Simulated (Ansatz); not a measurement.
System: O vacancy in anatase TiO2 with all lengths changed by +1 % (charge state +2). Method: PBE, PAW (plane waves to 420 eV; Ansatz, an electronic-structure program).

Cell of 108 host sites held at the strained lattice (strain from the relaxed PBE one, atoms relaxed); the Γ point alone; Fermi-Dirac width 0.01 eV, spin-restricted; finite-size errors left in. Static, classical nuclei. The charge state is imposed; whether it is stable for some Fermi level was not computed. Forms of the defect that were not tried may lie lower.

Barriers: single points on a 2×2×2 k-point mesh shifted by half a step at the bands' geometries.

The step: one O atom jumps into the vacancy from a nearby O site (strongly reconstructed ends). Atoms about the jump, Cartesian Å from the middle of the jump, before and after:

| atom | x0 | y0 | z0 | x1 | y1 | z1 |
|---|---|---|---|---|---|---|
| O1 | 0.00 | -0.48 | 0.31 | 0.00 | 0.48 | -0.31 |
| Ti2 | 0.00 | 1.22 | 1.07 | 0.00 | 1.65 | 1.07 |
| Ti3 | 0.00 | -0.81 | -1.68 | 0.00 | -0.71 | -1.68 |
| Ti4 | 0.04 | -2.33 | 1.07 | 0.00 | -2.73 | 1.07 |
| O5 | 0.01 | -2.52 | -1.21 | 0.00 | -2.40 | -0.93 |
| O6 | 1.93 | 1.37 | 1.40 | 1.93 | 1.50 | 1.40 |
| O7 | -1.93 | 1.37 | 1.40 | -1.93 | 1.50 | 1.40 |
| O8 | 1.88 | -0.40 | -1.96 | 1.93 | -0.56 | -2.01 |
| O9 | -1.87 | -0.40 | -1.96 | -1.93 | -0.56 | -2.02 |
| O10 | 1.92 | -2.34 | 1.35 | 1.87 | -2.33 | 1.34 |
| O11 | -1.93 | -2.34 | 1.37 | -1.88 | -2.33 | 1.34 |
| O12 | 0.00 | 2.40 | -0.30 | 0.00 | 3.35 | 0.32 |
| O13 | 0.00 | 1.42 | 2.98 | 0.00 | 1.45 | 2.98 |
| O14 | 0.01 | -2.34 | 2.94 | 0.00 | -2.50 | 2.99 |
| O15 | 0.00 | -0.58 | -3.61 | 0.00 | -0.50 | -3.60 |
| O16 | 3.85 | -0.48 | 0.48 | 3.81 | -0.48 | 0.49 |
| O17 | -3.86 | -0.48 | 0.48 | -3.82 | -0.48 | 0.49 |

Q: Where do these atoms stand at the saddle point, and how high is it?

A: 
```tsv
atom	x	y	z
O1	0.00	-0.18	0.16
Ti2	0.00	1.44	1.10
Ti3	0.00	-0.77	-1.62
Ti4	0.02	-2.51	1.04
O5	0.00	-2.50	-1.07
O6	1.95	1.44	1.40
O7	-1.95	1.44	1.39
O8	1.89	-0.44	-1.98
O9	-1.89	-0.44	-1.98
O10	1.90	-2.31	1.33
O11	-1.90	-2.31	1.34
O12	0.00	3.05	0.16
O13	0.00	1.43	2.98
O14	0.00	-2.41	2.95
O15	0.00	-0.55	-3.59
O16	3.85	-0.48	0.48
O17	-3.86	-0.48	0.48
```
It lies 0.16 eV above the start and 0.16 eV above the end. The saddle point's order was not checked, and it lies on a symmetry element of the cell, where a band can be held.
